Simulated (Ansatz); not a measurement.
Ansatz (an electronic-structure program) run on ScSi (Cm, 4 atoms in the cell): self-consistent single point.

Method of the run: LDA (PW92), harder PAW files (source: ansatz) made with PBE (plane waves; Ansatz).

```
ScSi
1.0
    1.98697    -4.92872     0.00000
    1.98697     4.92872     0.00000
    0.00000     0.00000     3.64911
Sc Si
2 2
Direct
  0.13921   0.86079   0.26370
  0.86079   0.13921   0.75000
  0.41944   0.58056   0.25000
  0.58056   0.41944   0.75000
```

Reference input (self-consistent single point, DFT, LDA (PW92), plane waves, default PAW files made with PBE): basis.ecutwfc = 420 eV; kpoints.mp_grid.grid = 6 6 6; hamiltonian.xc = lda; hamiltonian.pseudopotentials = {kind: paw} (the program's default PAW files); scf.occupations.method = fermi_dirac; scf.occupations.width = 0.1 eV. This run's input differs from it in these lines:

Ansatz 0.2 input:
```diff
@@ -12,3 +12,3 @@
 basis:
-  ecutwfc: 420.0
+  ecutwfc: 275.0
 kpoints:
@@ -17,3 +17,3 @@
   xc: lda
-  pseudopotentials: { kind: paw }
+  pseudopotentials: { kind: paw, source: ansatz }
 scf:
```

The program printed (abridged):

```
SCF iter   1: F=—  HF=-5392.970664 eV  |F-HF|=—  |Δ(HF+E_count)|=         —  Δρ=6.33e-2  dr2=1.70e0  ethr=3.10e-3  ⟨swp⟩=6.5  Hψ=6977  notcnv=0
all-band conjugate gradients solve this SCF's bands
preconditioner: auto → Kerker (q_TF=auto, 2.361 Å⁻¹)
SCF iter   2: F=—  HF=-5392.461981 eV  |F-HF|=—  |Δ(HF+E_count)|=   5.09e-1  Δρ=2.74e-2  dr2=2.79e-1  ethr=3.10e-3  ⟨swp⟩=2.9  Hψ=3065  notcnv=0
SCF iter   3: F=—  HF=-5392.376939 eV  |F-HF|=—  |Δ(HF+E_count)|=   8.50e-2  Δρ=5.62e-3  dr2=1.48e-2  ethr=9.30e-4  ⟨swp⟩=2.9  Hψ=2644  notcnv=0
SCF iter   4: F=—  HF=-5392.374981 eV  |F-HF|=—  |Δ(HF+E_count)|=   1.96e-3  Δρ=8.72e-4  dr2=8.42e-4  ethr=4.93e-5  ⟨swp⟩=2.0  Hψ=1775  notcnv=0
SCF iter   5: F=—  HF=-5392.374782 eV  |F-HF|=—  |Δ(HF+E_count)|=   1.99e-4  Δρ=1.48e-4  dr2=2.24e-5  ethr=2.81e-6  ⟨swp⟩=2.6  Hψ=2119  notcnv=0
SCF iter   6: F=—  HF=-5392.374775 eV  |F-HF|=—  |Δ(HF+E_count)|=   7.28e-6  Δρ=3.24e-5  dr2=1.41e-6  ethr=7.47e-8  ⟨swp⟩=2.0  Hψ=1718  notcnv=0
SCF iter   7: F=-5392.374774 eV  HF=-5392.374774 eV  |F-HF|=6.81e-8  |Δ(HF+E_count)|=   3.06e-7  Δρ=9.40e-6  dr2=9.10e-8  ethr=3.33e-10  ⟨swp⟩=8.1  Hψ=6902  notcnv=0
SCF 1 converged in 7 iterations: F = -5392.374774 eV  dr2 = 9.10e-8
Free energy (F): -5392.374774 eV
Internal energy: -5392.294752 eV  (E = F + TS)
E sigma→0 (E₀):  -5392.334763 eV
Entropy (-TS):   -0.080023 eV (-20.006 meV/atom)
Fermi energy:    10.406968 eV
--- Forces (eV/Å), atoms counted from 1 ---
  atom   1  Sc     0.00000000    -0.18875143    -0.40857732
  atom   2  Sc    -0.00000000     0.17860550     0.10043442
  atom   3  Si    -0.00000000     0.11316419     0.06653260
  atom   4  Si     0.00000000    -0.10302855     0.24118715
--- Stress (GPa, compression-positive) ---
       -4.191053       0.000000      -0.000000
        0.000000      -4.144842       0.593557
       -0.000000       0.593557      -5.123330
  P = ⅓ Tr σ = -4.4864 GPa (-44.864 kbar)
  The stress holds the Pulay correction. Without it, at fixed plane waves, as pw.x and ABINIT print it: P = -66.4266 GPa
```

The run converged in 7 iterations. Against the reference run the pressure goes from -4.04 to -4.49 GPa and the largest force goes from 0.348 to 0.450 eV/Å.

The starting cell comes from a database of computed structures (which also holds hypothetical and non-ambient phases and stackings), without a prior relaxation at this level. Its lattice was rescaled by up to half a per cent. One atom was moved a little off its site on purpose. Ansatz's pressure includes its estimate of the finite-basis (Pulay) stress. Without the estimate this run gives -66.43 GPa. The cutoff lies below the one recommended for these files.
